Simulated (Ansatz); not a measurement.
## Zn3InGaO6, pressure series

The parent structure is Zn3InGaO6 (space group R3m, No. 160; a = 3.290 Å, c = 41.372 Å (hexagonal axes); a cell from a computed database, its experimental status unchecked).

Cell and atoms are relaxed at each pressure.

Calculations: PBEsol, PAW, 420 eV (Ansatz, a first-principles code; no spin-orbit coupling).

Candidates:
(a) pressure 0.3 GPa
(b) pressure 1.5 GPa
(c) pressure 5 GPa
(d) pressure 3 GPa
(e) pressure 7.5 GPa

Base values:

Band gap: 1.00 eV

Problem. Order them by band gap, highest first.

Solution. (e) pressure 7.5 GPa (1.12 eV), (c) pressure 5 GPa (1.08 eV), (d) pressure 3 GPa (1.05 eV), (b) pressure 1.5 GPa (1.03 eV), (a) pressure 0.3 GPa (1.01 eV)

Load acts through the strain it causes; cell and atoms are relaxed under it. Whether these cells are dynamically stable was not tested. No other phases were tried under pressure.
